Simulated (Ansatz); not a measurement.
Given:

```
CELL_PARAMETERS angstrom
      6.29910     0.00000     0.00000
      0.00000     6.29910     0.00000
      3.14955    -3.14955     3.08188
ATOMIC_POSITIONS crystal
  O  0.49214 0.32092 0.64183
  O  0.75786 0.92908 0.85817
  O  0.38397 0.92908 0.85817
  O  0.86603 0.32092 0.64183
  O  0.32092 0.49214 0.35817
  O  0.92908 0.38397 0.14183
  O  0.92908 0.75786 0.14183
  O  0.32092 0.86603 0.35817
  Si 0.50000 0.50000 0.00000
  Si 0.75000 0.75000 0.50000
  Hf 0.25000 0.25000 0.50000
  Hf 0.00000 0.00000 0.00000
```

No spin polarisation.

Level of theory: Ansatz (a first-principles code) PBEsol, no SOC. k-mesh 6×6×6 (Γ-centred); smearing 0.05 eV (Fermi–Dirac).

Predict the in-plane stress and space group.


- Mean in-plane stress (compression positive): +20.8 GPa
- Space group: I4_1/amd (No. 141)

The cells carry an imposed strain or load. No phonon test of stability was made. The cell was made from HfSiO$_{4}$ (space group I4_1/amd, No. 141) by this change: biaxial strain −4.30 %, plane normal [001], relaxed out of plane.
